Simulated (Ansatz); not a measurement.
Where the default PAW files enter, the runs use the earlier of Ansatz's two default sets.

By PBEsol, the system below comes out a metal.

The ballistic (Sharvin) conductance counts the channels at the Fermi level: G/A = (e²/h) × channels of both spins per area.

```
CELL_PARAMETERS angstrom
      4.68976     0.00000     0.00000
     -2.34488     4.15626     0.00000
      2.34488     0.00000     4.15626
ATOMIC_POSITIONS crystal
  Al 0.34139 0.18278 0.50000
  Al 0.65861 0.81722 0.50000
  Al 0.84139 0.50000 0.81722
  Al 0.15861 0.50000 0.18278
  Cu 0.75000 0.00000 0.00000
  Cu 0.25000 0.00000 0.00000
```

Space group of this cell: I4/mcm. The cell is strained (all lengths scaled by 0.98); by PBEsol its mean pressure is 8.7 GPa.

The current flows along the normal of the first two printed cell vectors, the (110) plane of the conventional cell. No spin-orbit coupling; the value is a mean over 0.1 eV about the Fermi level.

### Question
Predict the ballistic conductance per area from PBEsol (Ansatz, a quantum-chemistry and plane-wave program).

### Answer
0.91 × 10¹⁵ S/m² for both spins.
